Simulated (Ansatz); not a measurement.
Consider the following.

```yaml
crystal:
  lattice:
    - [0.00000, 2.95351, 2.95351]
    - [2.83832, 0.00000, 2.95351]
    - [2.83832, 2.95351, 0.00000]
  atoms:
    - { symbol: P, position: [0.75000, 0.75000, 0.75000] }
    - { symbol: In, position: [0.00000, 0.00000, 0.00000] }
```

A single point on InP with a change (uniaxial strain ε_xx = −3.90 %), its geometry relaxed with r2SCAN.

All numbers come from plane-wave PAW DFT at the HSE06 level (Ansatz, a quantum-chemistry and plane-wave program, 420 eV), spin-orbit coupling included. Γ-centred 6×6×6 mesh, Fermi–Dirac width 0.01 eV.

Problem. Estimate the band gap.

Solution. 1.46 eV.

Problem. What is the computed valence-band top at Γ (three highest Kramers pairs, from the VBM)?

Solution. 0.00, -0.16, -0.26 eV.

Single points use the geometry relaxed with r2SCAN. Whether these cells are dynamically stable was not tested. The cell was made from InP in the zinc blende structure (space group F-43m, No. 216) by this change: uniaxial strain ε_xx = −3.90 %.
